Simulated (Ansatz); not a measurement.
Consider Ru in the hcp (Mg type) structure (space group P6_3/mmc, No. 194; a = 2.676 Å, c = 4.224 Å; relaxed with 0.1 eV smearing). Axes: x lies along a and z along c of the hexagonal cell.

Calculations: LDA (Ansatz, an electronic-structure program, PAW, scalar-relativistic without spin-orbit coupling).

The change: the cell is compressed by 3.00 % along x with no lateral relaxation, atoms relaxed at fixed cell.

Problem. Predict the stress tensor and what it implies for the stiffness.

Solution. Stress of the strained cell less that of the base (GPa, compression positive):
```
   22.6     0.0     0.0
    0.0     7.1     0.0
    0.0     0.0     6.5
```

Then −Δσ_ii/ε with ε = -0.0300 gives secant stiffness values (nonlinear terms included at this strain): C11 ≈ 753 GPa, C12 ≈ 236 GPa and C13 ≈ 218 GPa.

As a check, the harmonic strain energy −½ V₀ Δσ:ε is 28 meV/atom; the computed energy rise is 26 meV/atom.

No phonon test of stability was made. All final runs are without spin polarisation.
